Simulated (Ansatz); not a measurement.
Start from Se (space group P3_121, No. 152; a = 4.506 Å, c = 4.991 Å; made of chains).

The values are results of Ansatz (a first-principles code), r2SCAN, PAW, cutoff 500 eV, scalar-relativistic without spin-orbit coupling, not measurements.

One change was made to it. Results:

| quantity | base | after |
|---|---|---|
| c/a ratio | 1.108 | 1.353 |
| volume per atom | 29.25 Å³ | 21.10 Å³ |
| smallest direct gap | 1.54 eV | 0.30 eV |
| band gap | 1.33 eV | 0.29 eV |
| electron mass | 0.18 mₑ along c, 0.43 mₑ across (at H) | 0.074 mₑ along c, 0.048 mₑ across (at H) |

**Question.** Which change produced these results?
(A) pressure 0.7 GPa
(B) pressure 0.3 GPa
(C) pressure 10 GPa
(D) pressure 1.5 GPa

**Answer.** C, pressure 10 GPa. For comparison, the band gap in the other runs: pressure 0.7 GPa gives 1.16 eV; pressure 1.5 GPa gives 1.02 eV; pressure 0.3 GPa gives 1.25 eV.

From pressure 10 GPa on, the axis ratios lie over 15 % from the base's, so the cell there is far from its starting form. Load acts through the strain it causes; cell and atoms are relaxed under it. Masses are band curvatures over ±0.01 Å⁻¹ around the edge. No phonon test of stability was made. No other phases were tried under pressure. No dispersion term is included, though the crystal is made of layers, chains or molecules, so its spacings can come out too wide. A zero or small gap of Se under pressure 10 GPa can be the functional's error rather than a property of the material.
